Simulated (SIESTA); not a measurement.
Worked example: self-consistent single point of CdSe (F-43m, 2 atoms in the cell) in SIESTA.

Method: GGA PBE, numerical atomic orbitals DZP, PseudoDojo PBE standard norm-conserving potentials (rewritten from UPF to PSML) in SIESTA 5.4.2.

The change in words: lattice scaled by 0.98. Reference geometry:
```yaml
crystal:
  lattice:
    - [0.00000, 3.02500, 3.02500]
    - [3.02500, 0.00000, 3.02500]
    - [3.02500, 3.02500, 0.00000]
  atoms:
    - { symbol: Cd, position: [0.00000, 0.00000, 0.00000] }
    - { symbol: Se, position: [0.25000, 0.25000, 0.25000] }
```

Reference input (self-consistent single point, DFT, GGA PBE, numerical atomic orbitals DZP, PseudoDojo PBE standard norm-conserving potentials (rewritten from UPF to PSML)): XC.functional = GGA; XC.authors = PBE; potentials = PseudoDojo PBE standard; PAO.BasisSize = DZP; PAO.EnergyShift = 0.01 Ry; MeshCutoff = 350 Ry; kgrid.MonkhorstPack = 9 9 9; OccupationFunction = FD; ElectronicTemperature = 580.23 K; MaxSCFIterations = 150; SCF.Mixer.Method = Pulay; SCF.Mixer.Weight = 0.25. This run's input differs from it in these lines:

```diff
@@ -12,5 +12,5 @@
 %block LatticeVectors
-     0.000000000    5.716421527    5.716421527
-     5.716421527    0.000000000    5.716421527
-     5.716421527    5.716421527    0.000000000
+     0.000000000    5.602093096    5.602093096
+     5.602093096    0.000000000    5.602093096
+     5.602093096    5.602093096    0.000000000
 %endblock LatticeVectors
@@ -19,3 +19,3 @@
      0.000000000    0.000000000    0.000000000  1
-     2.858210763    2.858210763    2.858210763  2
+     2.801046548    2.801046548    2.801046548  2
 %endblock AtomicCoordinatesAndAtomicSpecies
```

Log, with long lists cut:

```
        iscf     Eharris(eV)        E_KS(eV)     FreeEng(eV)     dDmax    Ef(eV) dHmax(eV)
   scf:    1    -8058.004613    -8065.430606    -8065.430606  1.428150 -2.724279 12.346871
   scf:    2    -8069.560713    -8067.816176    -8067.816176  0.239971 -2.991445  4.795859
   scf:    3    -8068.378343    -8068.193260    -8068.193261  0.145353 -3.149097  0.609185
   scf:    4    -8068.169278    -8068.186606    -8068.186606  0.040025 -3.336878  0.808873
   scf:    5    -8068.190782    -8068.188727    -8068.188728  0.003108 -3.329954  0.717653
   scf:    6    -8068.201111    -8068.196651    -8068.196651  0.023305 -3.290931  0.068978
   scf:    7    -8068.196718    -8068.196686    -8068.196686  0.000613 -3.289556  0.049378
   scf:    8    -8068.196740    -8068.196724    -8068.196724  0.001811 -3.286493  0.002092
   scf:    9    -8068.196724    -8068.196724    -8068.196724  0.000072 -3.286661  0.000017
mix: Pulay -- inversion failed, > SVD [rank/size] 4 / 7
   scf:   10    -8068.196724    -8068.196724    -8068.196724  0.000001 -3.286665  0.000001
SCF Convergence by DM+H criterion
max |DM_out - DM_in|         :     0.0000005672
max |H_out - H_in|      (eV) :     0.0000014810
SCF cycle converged after 10 iterations

Using DM_out to compute the final energy and forces

siesta: E_KS(eV) =            -8068.1967

siesta: E_KS - E_eggbox =     -8068.1967

siesta: Atomic forces (eV/Ang):
     1   -0.000110   -0.000110   -0.000110
     2    0.000109    0.000109    0.000109
   Tot   -0.000001   -0.000001   -0.000001
   Max    0.000110
   Res    0.000110    sqrt( Sum f_i^2 / 3N )
   Max    0.000110    constrained

Stress tensor Voigt[x,y,z,yz,xz,xy] (kbar):      -79.34      -79.34      -79.34       -0.72       -0.72       -0.72
(Free)E + p*V (eV/cell)    -8065.6166
Target enthalpy (eV/cell)    -8068.1967

siesta: Program's energy decomposition (eV):
siesta: FreeEng =     -8068.196724

   [... lines left out ...]
siesta:    -0.049518   -0.000448   -0.000448
siesta:    -0.000448   -0.049518   -0.000448
siesta:    -0.000448   -0.000448   -0.049518

siesta: Cell volume =         52.105595 Ang**3

siesta: Pressure (static):
siesta:                Solid            Molecule  Units
siesta:           0.00053931          0.00053928  Ry/Bohr**3
siesta:           0.04951757          0.04951444  eV/Ang**3
siesta:          79.33588849         79.33088304  kBar
```

The run converged in 10 iterations. Against the reference run the free energy rises by 53.4 meV/atom, the pressure goes from 2.93 to 7.93 GPa and the gap on the mesh goes from 0.875 to 1.053 eV.

The starting cell has typed, rounded lattice constants, without a prior relaxation at this level. For this run, on top of that: lattice scaled by 0.98. Values carry the incompleteness of an atom-centred basis. With a pressure of about 8 GPa the cell is away from its equilibrium volume at this level.
